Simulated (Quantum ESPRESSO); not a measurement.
Variants of one calculation on LaAs₂Ru₂ (I4/mmm, 5 atoms in the cell)

La(AsRu)2 is modelled in the tetragonal space group I4/mmm (No. 139), Pearson symbol tI10. Conventional cell: a = b = 4.181 Å, c = 10.928 Å, α = β = γ = 90.00°. La on 2a is surrounded by 8 As at 3.317 Å and 2 As at 3.959 Å and 8 Ru at 3.440 Å. As on 4e sees 4 Ru at 2.424 Å and 1 As at 3.009 Å and 4 La at 3.317 Å and 1 La at 3.959 Å. Ru on 4d is coordinated by 4 As at 2.424 Å and 4 Ru at 2.956 Å and 4 La at 3.440 Å. (Neighbours: up to the widest gap in distance over summed covalent radii, below 1.35, at either atom; cation-cation and far metal-metal contacts left out.)
(The calculation used a cell of 5 atoms; values per cell refer to that cell.)

Base run A: LDA (PZ), GBRV 1.5 ultrasoft (LDA) pseudopotentials run with Quantum ESPRESSO, self-consistent single point.

Its settings: ecutwfc = 40 Ry; ecutrho = 320 Ry; occupations = smearing; smearing = cold; degauss = 0.0147 Ry; potentials = {La: la_lda_v1.uspp.F.UPF, As: as_lda_v1.uspp.F.UPF, Ru: ru_lda_v1.2.uspp.F.UPF}; K_POINTS = automatic 7 7 7 0 0 0; conv_thr = 1e-09 Ry; mixing_beta = 0.4.

The starting cell comes from a database of computed structures (which also holds hypothetical and non-ambient phases and stackings), without a prior relaxation at this level. Spin polarisation is off; with an odd number of electrons in the cell that forces a metal, and a magnetic state may lie lower. In the base run, with a pressure of about -6 GPa the cell is away from its equilibrium volume at this level.

ΔF is the free energy per atom less that of run A. 

Runs:
- B: nbnd: default → 59
- C: conv_thr: 1e-09 Ry → 7.3e-12 Ry
- D: lattice scaled by 1.03; ecutwfc: 40 Ry → 24 Ry; ecutrho: 320 Ry → 192 Ry
- E: degauss: 0.0147 Ry → 0.002205 Ry; K_POINTS: automatic 7 7 7 0 0 0 → automatic 8 8 8 0 0 0
- F: degauss: 0.0147 Ry → 0.0018375 Ry
- G: K_POINTS: automatic 7 7 7 0 0 0 → automatic 5 5 5 0 0 0
- H: ecutwfc: 40 Ry → 32 Ry; ecutrho: 320 Ry → 256 Ry
- I: mixing_beta: 0.4 → 0.9

| run | ΔF (meV/atom) | pressure (GPa) | largest force (eV/Å) | k-points |
|---|---|---|---|---|
| A | 0.00 | -5.82 | 0.040 | 40 |
| B | 0.00 | -5.83 | 0.040 | 40 |
| C | 0.00 | -5.82 | 0.040 | 40 |
| D | 807.3 | -48.68 | 0.952 | 40 |
| E | 1.29 | -5.75 | 0.001 | 59 |
| F | -0.24 | -5.80 | 0.051 | 40 |
| G | -1.85 | -5.84 | 0.032 | 18 |
| H | 17.5 | -7.42 | 0.029 | 40 |
| I | 0.00 | -5.82 | 0.040 | 40 |

Run H against A: The free energy goes up by 17.5 meV/atom, the pressure goes from -5.82 to -7.42 GPa and the largest force goes from 0.040 to 0.029 eV/Å.

Run F against A: The free energy is nearly the same (within 1 meV/atom), the pressure moves little (-5.82 to -5.80 GPa) and the largest force goes from 0.040 to 0.051 eV/Å.
